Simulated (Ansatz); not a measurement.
## GaAs (model structure, started from the BeO type, P4₂/mnm, No. 136, 8 atoms in the cell)

These are r²SCAN in Ansatz (plane waves, PAW) values and carry that method's errors.

Numerical settings: plane-wave cutoff 560 eV, 6×6×10 k mesh (along the axes of the cell as run), Fermi–Dirac smearing 0.01 eV, scalar-relativistic PAW data made under PBE.

Cell (relaxed at this level):

```cif
data_As4Ga4
_chemical_formula_sum 'Ga4 As4'
_space_group_name_H-M_alt 'P42/mnm'
_space_group_IT_number 136
_space_group_name_Hall '-P 4n 2n'
_cell_length_a 6.92292
_cell_length_b 6.92292
_cell_length_c 4.00876
_cell_angle_alpha 90.000
_cell_angle_beta 90.000
_cell_angle_gamma 90.000
loop_
_atom_site_label
_atom_site_type_symbol
_atom_site_symmetry_multiplicity
_atom_site_Wyckoff_symbol
_atom_site_fract_x
_atom_site_fract_y
_atom_site_fract_z
_atom_site_occupancy
Ga1 Ga 4 g 0.17561 0.17561 0.50000 1
As1 As 4 f 0.31723 0.31723 0.00000 1
```

```yaml
band_gap: 1.00 eV
smallest_direct_gap_on_the_k_points_sampled: 1.02 eV
```

Note: the relaxation could raise the start's symmetry but not lower it, so the cell can be a saddle point.

Spin–orbit coupling is not included.

The computed numbers hold no vibrational or temperature effects.

Computing time: around 2.7 core-minutes (rough).

A model structure was made by putting elements into a prototype or built by hand; it is no filed structure, need not be a known phase, and can be a saddle point held by its symmetry.

Ansatz is an electronic-structure program.
